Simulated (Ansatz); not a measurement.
Consider the following.

```
CELL_PARAMETERS angstrom
      3.81622     0.00000     0.00000
      1.90811     3.30494     0.00000
      0.00000     0.00000     6.21910
ATOMIC_POSITIONS crystal
  La 0.33333 0.33333 0.24596
  La 0.66667 0.66667 0.75404
  O  0.00000 0.00000 0.00000
  O  0.33333 0.33333 0.64197
  O  0.66667 0.66667 0.35803
```

No spin polarisation.

Level of theory: Kohn–Sham DFT with the PBEsol functional, run in Ansatz (a first-principles code) with PAW and 420 eV plane waves, no spin-orbit coupling, earlier PAW set. k-mesh 10×10×6 (Γ-centred); smearing 0.05 eV (Fermi–Dirac).

Question: Predict the in-plane stress and band gap.

Answer: The mean in-plane stress (compression positive) is +6.0 GPa and the band gap comes out as 3.69 eV.

The cells carry an imposed strain or load. Stability against distortions was not tested. The cell was made from La₂O₃ (space group P-3m1, No. 164) by this change: biaxial strain −2.31 %, plane normal [001], relaxed out of plane.
